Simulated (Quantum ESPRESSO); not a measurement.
Density of states of In (I4/mmm, 1 atom in the cell).

```
In
1.0
   -1.64783     1.64783     2.52057
    1.64783    -1.64783     2.52057
    1.64783     1.64783    -2.52057
In
1
Direct
  0.00000   0.00000   0.00000
```

Method of the run: PBE, SSSP 1.1.2 efficiency (PBE) pseudopotentials (plane waves; Quantum ESPRESSO).

SCF settings: ecutwfc = 55 Ry; ecutrho = 440 Ry; occupations = smearing; smearing = fd; degauss = 0.0073499 Ry; potentials = {In: In.pbe-dn-rrkjus_psl.0.2.2.UPF}; K_POINTS = automatic 14 14 14 0 0 0; conv_thr = 1e-10 Ry; mixing_beta = 0.4. Keys of the DOS step: nscf.calculation = nscf; nscf.verbosity = high; nscf.occupations = tetrahedra_opt; nscf.nbnd = 13; nscf.startingwfc = random; nscf.diago_thr_init = 1e-06; nscf.diagonalization = cg; dos.x.fildos = dos.dat; dos.x.Emin = -15 eV; dos.x.Emax = 30 eV; dos.x.DeltaE = 0.1 eV.

The starting cell comes from a database of computed structures (which also holds hypothetical and non-ambient phases and stackings), without a prior relaxation at this level. Its lattice was rescaled by a random factor within 2.5 % of one.

Total DOS (both spins), as means of the tabulated values in each energy bin; the zero is the program's Fermi level or highest filled level, and the curve is cut to this window:

```
E (eV) | states/eV/cell
    -7.75 | ########## 0.20
    -7.25 | ############ 0.23
    -6.75 | ############# 0.26
    -6.25 | ############### 0.28
    -5.75 | ################ 0.31
    -5.25 | ################# 0.33
    -4.75 | ################### 0.37
    -4.25 | ###################### 0.43
    -3.75 | #################### 0.39
    -3.25 | ################## 0.36
    -2.75 | #################### 0.38
    -2.25 | ################### 0.37
    -1.75 | ################## 0.34
    -1.25 | ###################### 0.43
    -0.75 | ############################# 0.56
    -0.25 | ########################## 0.50
     0.25 | ######################## 0.46
     0.75 | ########################### 0.52
     1.25 | ########################## 0.51
     1.75 | ########################### 0.53
     2.25 | ############################ 0.56
     2.75 | ############################## 0.59
```

Around zero the curve holds about 0.4 states/eV/cell.
